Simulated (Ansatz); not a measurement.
# How far PBE and PBEsol part for hypothetical fluorite HfSi2, Hf → Sm

Start from HfSi$_{2}$ in the fluorite structure (space group Fm-3m, No. 225; a = 6.261 Å; a hypothetical phase, not in the database extracts checked).

(Cell as relaxed with PBE.)

Levels (all Ansatz, a quantum-chemistry and plane-wave program, PAW): PBE (420 eV, no SOC); PBEsol (420 eV, scalar-relativistic without spin-orbit coupling).

Each level relaxes its own structure.

| base | PBE | PBEsol |
|---|---|---|
| volume per atom | 20.45 Å³ | 19.70 Å³ |
| lattice parameter a | 6.261 Å | 6.183 Å |
| band gap | zero | zero |

Perturbation: full substitution Hf → Sm, then cell and atoms are relaxed.

```tsv
quantity	PBE	PBEsol
largest site moment	5.42 μB	___
shortest interatomic distance	2.870 Å	___
```

**Question.** What does PBEsol give?

**Answer.** 
- largest site moment, PBEsol: 5.39 μB
- shortest interatomic distance, PBEsol: 2.816 Å

PBE's shortest interatomic distance lies 0.054 Å above PBEsol's (1.9 %). Neither level is exact; PBEsol is the comparison here, not a measurement.

The magnetic state is the one reached from the starting moments; the real material's order can differ, and small cells can't hold many antiferromagnetic ones. The 4f electrons are in the valence with no U and their state was not checked, so volumes and moments can be off. Whether these cells are dynamically stable was not tested. As relaxed here, SmSi2 is a hypothetical phase, not in the database extracts checked. Spin-polarised in the final run: PBE SmSi2 and PBEsol SmSi2; the other runs are not. HfSi2 has a high density of states at the Fermi level and may be magnetic at this level.
